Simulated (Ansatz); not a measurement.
Base system: Cs2AgBiBr6 (space group Fm-3m, No. 225; a = 11.343 Å).

All numbers come from r2SCAN in Ansatz (plane waves to 500 eV, PAW, no spin-orbit coupling).

One change was made to it. Results:

| quantity | base | after |
|---|---|---|
| band gap | 1.67 eV | 0.25 eV |
| lattice parameter a | 11.343 Å | 9.601 Å |
| electron mass | 0.36 mₑ along k, 0.27 mₑ across (at L) | 0.38 mₑ along k, 0.24 mₑ across (at L) |
| hole mass | 0.20 mₑ along k, 0.76 mₑ across (at X) | 0.073 mₑ along k, 0.34 mₑ across (at X) |

Question: What was done to the base?
A) pressure 4.2 GPa
B) pressure 18 GPa
C) pressure 9 GPa
D) pressure 1.8 GPa
E) pressure 45 GPa

Answer: E, pressure 45 GPa. For comparison, the band gap in the other runs: pressure 1.8 GPa gives 1.56 eV; pressure 9 GPa gives 1.24 eV; pressure 4.2 GPa gives 1.43 eV; pressure 18 GPa gives 0.95 eV.

Spin-orbit coupling, missing from the scalar runs, can matter with Bi. Load acts through the strain it causes; cell and atoms are relaxed under it. Masses are band curvatures over ±0.01 Å⁻¹ around the edge. Along k means along the line from Γ to the band edge. Whether these cells are dynamically stable was not tested. Competing high-pressure phases were not computed. The zero or small gap of Cs2AgBiBr6 under pressure 45 GPa can change with the level of theory.

Ansatz is a first-principles code.
